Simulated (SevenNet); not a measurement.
**L1₂ (Cu3Au-type) Ni3Al**

Computed with the machine-learned potential SevenNet-0 (trained on PBE and PBE+U data).

Cell: relaxed at this level.

lattice parameter a: 3.556 Å
volume per atom: 11.24 Å³/atom

Measured, for comparison: lattice constant a 3.572 Å, equilibrium volume per atom 11.39 Å³/atom (temperature not stated, no zero-point or thermal correction; as tabulated in Tensorial elastic properties and stability of interface states associated with …). Computed (rounded) less measured: lattice constant a -0.4 %, equilibrium volume per atom -1.3 %. A static lattice is as a rule a little smaller and stiffer than an uncorrected measurement, which narrows the difference in the lattice constant a, equilibrium volume per atom and would widen misses of the other sign.

A machine-learned potential is trained on density-functional data: it inherits that level's misses and adds fitting errors of its own.
